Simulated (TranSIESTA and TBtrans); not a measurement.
# Al chain with one bond stretched by 0.6 Å

Device: Al chain with one bond stretched by 0.6 Å. Leads: straight Al chain, spacing 2.328 Å. Geometry: as built, not relaxed.

Computed with TranSIESTA and TBtrans, PBE, DZP numerical orbitals (energy shift 0.15 eV), PseudoDojo norm-conserving scalar-relativistic potentials, mesh cutoff 200 Ry, 300 K, no spin polarisation, no spin-orbit coupling; self-consistent non-equilibrium Green functions.

* **Conductance at 300 K (G0 = 2e²/h)**: 1.65
* **Mean T from −0.5 to 0.5 eV**: 1.29

Energies count from the leads' Fermi level. Transmissions are for one spin of a degenerate pair. The energy step is 0.01 eV; narrower resonances are cut or missed.

| E (eV) | T | lead channels |
|---|---|---|
| -2.00 | 0.93 | 1 |
| -1.90 | 0.94 | 1 |
| -1.80 | 0.95 | 1 |
| -1.70 | 0.96 | 1 |
| -1.60 | 0.97 | 1 |
| -1.50 | 0.98 | 1 |
| -1.40 | 0.99 | 1 |
| -1.30 | 1.00 | 1 |
| -1.20 | 0.96 | 1 |
| -1.10 | 0 | 0 |
| -1.00 | 0 | 0 |
| -0.90 | 0 | 0 |
| -0.80 | 0 | 0 |
| -0.70 | 0 | 0 |
| -0.60 | 0 | 0 |
| -0.50 | 0 | 0 |
| -0.40 | 0.037 | band edge |
| -0.30 | 1.20 | 2 |
| -0.20 | 1.48 | 2 |
| -0.10 | 1.63 | 2 |
| 0.00 | 1.66 | 2 |
| 0.10 | 1.62 | 2 |
| 0.20 | 1.55 | 2 |
| 0.30 | 1.47 | 2 |
| 0.40 | 1.40 | 2 |
| 0.50 | 1.34 | 2 |
| 0.60 | 1.31 | 2 |
| 0.70 | 1.29 | 2 |
| 0.80 | 1.29 | 2 |
| 0.90 | 1.30 | 2 |
| 1.00 | 1.32 | 2 |
| 1.10 | 1.34 | 2 |
| 1.20 | 1.37 | 2 |
| 1.30 | 1.40 | 2 |
| 1.40 | 1.42 | 2 |
| 1.50 | 1.59 | 3 |
| 1.60 | 1.73 | 3 |
| 1.70 | 1.84 | 3 |
| 1.80 | 1.92 | 3 |
| 1.90 | 1.99 | 3 |
| 2.00 | 2.05 | 3 |

The straight chain is held at its spacing; free chains may zigzag or dimerise. No spin-polarised start was tried, so a magnetic state, if there is one, is missed.
